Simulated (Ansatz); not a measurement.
Input for monoclinic HfO2 with two Al and one O vacancy, 48 sites:

Ansatz 0.2 input:
```yaml
crystal:
  lattice:
    - [10.261321231, 0.008231196, 0.17564707]
    - [0.008311704, 10.197340245, 0.042671667]
    - [-0.803148551, 0.020883711, 5.339873785]
  atoms:
    - { symbol: Al, position: [0.125856721, 0.238414434, 0.772455256] }
    - { symbol: Hf, position: [0.13824407, 0.72639625, 0.713632704] }
    - { symbol: Hf, position: [0.629483355, 0.240391941, 0.699406951] }
    - { symbol: Hf, position: [0.629410854, 0.731297452, 0.70076121] }
    - { symbol: Hf, position: [0.367708935, 0.269269576, 0.281320913] }
    - { symbol: Hf, position: [0.361880223, 0.771360171, 0.284829321] }
    - { symbol: Al, position: [0.906320583, 0.29009612, 0.363504351] }
    - { symbol: Hf, position: [0.863210767, 0.771504514, 0.280499195] }
    - { symbol: Hf, position: [0.359733662, 0.477476772, 0.782215937] }
    - { symbol: Hf, position: [0.347157599, 0.983707911, 0.79533253] }
    - { symbol: Hf, position: [0.86623468, 0.476750033, 0.792510423] }
    - { symbol: Hf, position: [0.886865518, 0.988708647, 0.781295708] }
    - { symbol: Hf, position: [0.114877719, 0.031889206, 0.270831321] }
    - { symbol: Hf, position: [0.133786111, 0.515350504, 0.215602276] }
    - { symbol: Hf, position: [0.632237035, 0.014850517, 0.143986735] }
    - { symbol: Hf, position: [0.641757293, 0.513885389, 0.20083855] }
    - { symbol: O, position: [0.036915329, 0.116953529, 0.927838215] }
    - { symbol: O, position: [0.02866773, 0.594980999, 0.876153048] }
    - { symbol: O, position: [0.503415415, 0.113909016, 0.856049009] }
    - { symbol: O, position: [0.527932707, 0.598523902, 0.865711095] }
    - { symbol: O, position: [0.474740016, 0.397557972, 0.111869104] }
    - { symbol: O, position: [0.476217349, 0.897102806, 0.105466054] }
    - { symbol: O, position: [0.968671385, 0.391358553, 0.137772449] }
    - { symbol: O, position: [0.976679527, 0.898070142, 0.108146661] }
    - { symbol: O, position: [0.473925031, 0.355961345, 0.60546966] }
    - { symbol: O, position: [0.468746924, 0.854990773, 0.617080119] }
    - { symbol: O, position: [0.997498552, 0.350176307, 0.64550535] }
    - { symbol: O, position: [0.98092668, 0.849584381, 0.610071641] }
    - { symbol: O, position: [-0.050739535, 0.120712815, 0.417967891] }
    - { symbol: O, position: [0.028206573, 0.64944004, 0.371286372] }
    - { symbol: O, position: [0.563551893, 0.153633408, 0.364224197] }
    - { symbol: O, position: [0.531661759, 0.655663642, 0.357052925] }
    - { symbol: O, position: [0.231362631, 0.351834328, 0.964469159] }
    - { symbol: O, position: [0.228750996, 0.860064391, 0.972638979] }
    - { symbol: O, position: [0.712270715, 0.387441019, 0.93002645] }
    - { symbol: O, position: [0.735437012, 0.867760801, 0.947552585] }
    - { symbol: O, position: [0.284283219, 0.101420326, 0.12978123] }
    - { symbol: O, position: [0.274985281, 0.614850289, 0.034202699] }
    - { symbol: O, position: [0.758305604, 0.119493192, -0.079673902] }
    - { symbol: O, position: [0.778197794, 0.624739757, 0.033627222] }
    - { symbol: O, position: [0.222586879, 0.131587209, 0.596875093] }
    - { symbol: O, position: [0.276490272, 0.627402324, 0.532554578] }
    - { symbol: O, position: [0.772084961, 0.621644974, 0.529288976] }
    - { symbol: O, position: [0.237859833, 0.382685771, 0.454571138] }
    - { symbol: O, position: [0.22603216, 0.882329084, 0.472813197] }
    - { symbol: O, position: [0.753703103, 0.357321398, 0.454313738] }
    - { symbol: O, position: [0.740467085, 0.908056504, 0.446930695] }
basis:
  ecutwfc: 500
  ecutrho_ratio: 4
  xc_grid: 4
kpoints:
  mp_grid: { grid: [2, 2, 4] }
hamiltonian:
  xc: r2scan
  dispersion: none
  pseudopotentials: { kind: paw }
scf:
  n_extra_bands: 34
  occupations: { method: fermi_dirac, width: 0.01 }
  convergence: { dr2_threshold: 0.000000001 }
output:
  eigenstates: { kpoints: [[0, 0, 0]], e_range: [-4, 6], localisation: true }
  eigenvalues: true
```

All values below come from r2SCAN (plane waves to 500 eV, PAW; Ansatz, a quantum-chemistry and plane-wave program). No spin–orbit coupling. Its k-point mesh 2×2×4, Fermi–Dirac width 0.01 eV.

Write the closing report of this run, without the band table and long remarks, to eight decimals at most.


```
SCF converged after 13 iterations
Free energy (F): -239061.115043 eV
Harris-Foulkes:  -239061.115043 eV  (|F-HF|=5.82e-11)
Internal energy: -239061.115043 eV  (E = F + TS)
E sigma→0 (E₀):  -239061.115043 eV
Fermi energy:    14.448237 eV
--- Per-component energies (eV) ---
  E_band       = -1096.519634
  E_kinetic    = 11402.989406
  E_local      = -95967.432838  (includes V_loc(G=0)·N_el)
  E_nonlocal   = -15975.268019
  E_hartree    = 43848.359154
  E_xc         = -6320.292973
  E_vxc        = -7446.846395  (∫ρ·V_xc dr)
  E_paw        = -103226.765652  (= ΣΔE_a)
  E_vpaw       = 18780.219910  (= ΣTr[D̂ρ^β])
  E_aug_tail   = 0.032129  (compensation charges beyond the density's cutoff)
  E_vtau       = 413.068315  (kinetic-family band-sum trace: ∫τ·v_τ [+ j·A + Jᵃ·Aᵃ] dr)
  E_ewald      = -72826.127172
  E_core_change = 3.390921  (= ΣΔE_core)
  E_smearing   = 0.000000  (= −TS)
  E_closure    = 0.000000  (closes the sum)
  Σ components = -239061.115043   (vs F -239061.115043, Δ=0.00e0)
```

Cost: about 9 core-minutes (a rough figure).
